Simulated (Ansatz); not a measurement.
Hypothetical P6_3/mmc Zr2BSe under a change: biaxial strain −4.79 %, plane normal [001], relaxed out of plane

Take Zr$_{2}$BSe (space group P6_3/mmc, No. 194; a = 3.5724 Å, c = 12.7191 Å; a hypothetical phase, not in the database extracts checked) as the base. Axes: x lies along a and z along c of the hexagonal cell.

Perturbation: biaxial strain −4.79 %, plane normal [001], relaxed out of plane (Cartesian); in-plane vectors clamped, the third vector and the atoms free.

Computed with PBE (Ansatz, a first-principles code; PAW; 420 eV plane waves; scalar-relativistic without spin-orbit coupling). Γ-centred 15×15×4 mesh, Fermi–Dirac width 0.05 eV.

| quantity | base | changed | shift |
|---|---|---|---|
| volume per atom | 17.57 Å³ | 16.42 Å³ | -1.15 Å³ |
| space group | P6_3/mmc (No. 194) | P6_3/mmc (No. 194) | – |
| shortest interatomic distance | 2.428 Å | 2.369 Å | -0.059 Å |
| pressure (mean of the normal stresses, compression positive) | 0.0 GPa | 9.5 GPa | +9.5 GPa |
| band gap | zero | zero | – |
| out-of-plane strain (rough) | – | +3.08 % | – |
| mean in-plane stress (compression positive) (rough) | – | +14.3 GPa | – |

Cost of the whole job for the changed cell (relaxation, final SCF and bands): roughly 3 core-minutes.

Without a gap, meshes like the base's 15×15×4 leave anisotropic stresses uncertain by several tenths of a GPa, and small strain energies with them. Whether these cells are dynamically stable was not tested. All final runs are without spin polarisation.
